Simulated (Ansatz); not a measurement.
```
KF
1.0
    3.72131     0.00000     0.00000
    1.86065     3.22275     0.00000
    1.86065    -1.07425     3.08696
K F
1 1
Direct
  0.00000   0.00000   0.00000
  0.00000   0.50000   0.50000
```

No spin polarisation.

Calculations: PBEsol, PAW, 420 eV (Ansatz, a quantum-chemistry and plane-wave program; no spin-orbit coupling). Γ-centred 11×11×11 mesh, Fermi–Dirac width 0.05 eV.

Q: What band gap does the calculation give?

A: 6.19 eV.

Q: Estimate the mean in-plane stress (compression positive).

A: +0.4 GPa.

The cells carry an imposed strain or load. Whether these cells are dynamically stable was not tested. The cell was made from KF in the rock salt structure (space group Fm-3m, No. 225) by this change: biaxial strain −0.83 %, plane normal [111], relaxed out of plane.
